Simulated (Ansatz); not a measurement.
The starting structures come from a database of crystals and need not be the phases stable at ambient conditions.

 Where the default PAW files enter, the runs use the earlier of Ansatz's two default sets.

The decay constant κ of evanescent states in the gap governs leakage through a thin film.

Consider the following.

```
CELL_PARAMETERS angstrom
      4.50617     0.00000     0.00000
      0.00000     6.34882     0.00000
      0.00000     0.00000     4.37098
ATOMIC_POSITIONS crystal
  Al 0.00000 0.00000 0.00000
  In 0.50000 0.50000 0.50000
  Sb 0.50000 0.76663 0.00000
  Sb 0.00000 0.23337 0.50000
```

Space group of this cell: Pmm2. The cell is strained (lengths along the current scaled by 0.97, ions clamped); by r2SCAN its mean pressure is 1.6 GPa.

Transport runs along the normal of the first two printed cell vectors.

The gap is the functional's own. No spin-orbit coupling. Mid-gap values are interpolated on the energy grid.

**Question.** State the band gap and the smallest decay constant κ at mid-gap according to Ansatz (a quantum-chemistry and plane-wave program) with r2SCAN.

**Answer.** Gap 0.89 eV on a 8×6×8 mesh; κ = 0.064 1/Å, at the zone centre.
